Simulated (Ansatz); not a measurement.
## Short convergence ladders for HfB2 (P6/mmm, 3 atoms in the cell)

```yaml
crystal:
  lattice:
    - [1.57471, -2.72748, 0.00000]
    - [1.57471, 2.72748, 0.00000]
    - [0.00000, 0.00000, 3.49044]
  atoms:
    - { symbol: Hf, position: [0.00000, 0.00000, 0.00000] }
    - { symbol: B, position: [0.33333, 0.66667, 0.50000] }
    - { symbol: B, position: [0.66667, 0.33333, 0.50000] }
```

Base method: PBE, PAW files (plane waves; Ansatz, a quantum-chemistry and plane-wave program).

Base settings: basis.ecutwfc = 420 eV; kpoints.mp_grid.grid = 12 12 10; hamiltonian.xc = pbe; hamiltonian.pseudopotentials = {kind: paw} (the program's default PAW files); scf.occupations.method = gaussian; scf.occupations.width = 0.1 eV.

The count of work is k-points × plane waves × bands × iterations; it is no time. Core times come from one kind of shared machine, to one figure; runs under 30 s give none.

**Zone-centre phonons against the cutoff**

In this ladder: phonons.method = dfpt.

The mesh stays at the base's, so the ladder's end is converged at best in this setting alone.

Frequencies are those of the unrelaxed cell, without the LO-TO term of polar crystals.

Only quantities that move along the ladder and can be compared are tabulated.

| basis.ecutwfc | highest zone-centre frequency (cm⁻¹) | lowest optical frequency (cm⁻¹) | core time / last (rough) |
|---|---|---|---|
| 210 eV | 855.1 | 415.0 | – |
| 250 eV | 793.7 | 438.0 | – |
| 295 eV | 768.9 | 432.3 | 0.4 |
| 355 eV | 780.0 | 434.9 | 0.4 |
| 420 eV | 781.6 | 433.2 | 0.6 |
| 505 eV | 781.5 | 433.1 | 0.7 |
| 630 eV | 781.5 | 433.1 | 1 |

Coarsest basis.ecutwfc that holds the highest zone-centre frequency within 10 cm⁻¹ of the last step, with all finer ones: 355 eV, at about 0.4 of the last step's time; the step before is off by 13 cm⁻¹.

Coarsest basis.ecutwfc that holds the lowest optical frequency within 2 cm⁻¹ of the last step, with all finer ones: 295 eV, at about 0.4 of the last step's time; the step before is off by 4.8 cm⁻¹.

**The q mesh of the phonons**

In this ladder: kpoints.mp_grid.grid = 12 12 12; phonons.method = dfpt.

Only quantities that move along the ladder and can be compared are tabulated.

Thermal sums run over frequencies interpolated from this q mesh.

```csv
phonons.qmesh,zero-point energy (meV/atom),vibrational free energy at 300 K (meV/atom),core time / last (rough)
1 1 1,79.98,56.42,0.05
2 2 2,87.25,68.15,0.2
3 3 3,87.10,67.79,1
```

Coarsest phonons.qmesh that holds the zero-point energy within 1 meV/atom of the last step, with all finer ones: 2 2 2, at about 0.2 of the last step's time; the step before is off by 7.1 meV/atom.

Coarsest phonons.qmesh that holds the vibrational free energy at 300 K within 1 meV/atom of the last step, with all finer ones: 2 2 2, at about 0.2 of the last step's time; the step before is off by 11 meV/atom.

**The size of a vacancy's supercell**

On HfB2 (P6/mmm, 3 atoms in the cell), and larger cells.

Steps: 1 x 1 x 1 supercell, one B atom taken out, nothing relaxed; 2 x 1 x 1 supercell, one B atom taken out, nothing relaxed; and so on, with the mesh thinned in proportion.

Only quantities that move along the ladder and can be compared are tabulated.

| atoms | energy of the cell with the vacancy less the whole one (holds the removed atom on the program's zero: only its change counts) (eV) | count of work / last | core time / last (rough) |
|---|---|---|---|
| 3 | 159.463 | 0.026 | – |
| 6 | 159.603 | 0.14 | – |
| 12 | 159.734 | 0.15 | – |
| 24 | 159.557 | 0.31 | 0.3 |
| 36 | 159.446 | 1.6 | 1 |
| 54 | 159.350 | 1.0 | 1 |

Smallest size that holds the energy of the cell with the vacancy less the whole one (holds the removed atom on the program's zero: only its change counts) within 0.05 eV: not settled: the last two steps still differ by 0.096 eV, over half the tolerance, so the ladder does not show it.

On the base run: the starting cell has typed, rounded lattice constants, without a prior relaxation at this level. Its lattice was rescaled by up to half a per cent.

Keys are those of Ansatz 0.2.
